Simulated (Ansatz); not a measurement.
System: O-vacancy pair (O on one host N site, one N site vacant) in zinc-blende BN (neutral cell). The step: one N atom jumps into the vacancy from a nearby N site (O-vacancy distance between ideal sites 2.56 Å throughout) (strongly reconstructed ends); the atom moves 2.59 Å along (-0.51, 0.51, 0.00) of the unit cell; the moving atom starts with neighbours B at 1.52, 2 B at 1.57, B at 1.58 Å and ends with B at 1.52, 2 B at 1.57, B at 1.58 Å. A PBE band in Ansatz (plane-wave PAW, a 2×2×2 k-point mesh shifted by half a step, 64 host sites, 67 SCF runs with any check of the saddle's order, static, no finite-size correction) gives a forward barrier of 5.83 eV. The saddle point's order was not checked, and it lies on a symmetry element of the cell, where a band can be held. The charge state is imposed; whether it is stable for some Fermi level was not computed. Forms of the defect that were not tried may lie lower.

Single points at the band's start and saddle point can refine it. Rough cost of one point, in units of the band's mean SCF on the same machine:

| Level | Cost of one point |
|---|---|
| PBE, a 3×3×3 k-point mesh shifted by half a step | about 3 |
| r2SCAN at 500 eV, a 2×2×2 k-point mesh shifted by half a step | about 3 |

Question: Which of these move the barrier by more than 0.1 eV, and how far does each move it?

Answer: PBE, a 3×3×3 k-point mesh shifted by half a step: 0.00 eV; r2SCAN at 500 eV, a 2×2×2 k-point mesh shifted by half a step: +0.23 eV. Each functional is compared with PBE at the same k-points.

Ansatz is a program for electronic structure.
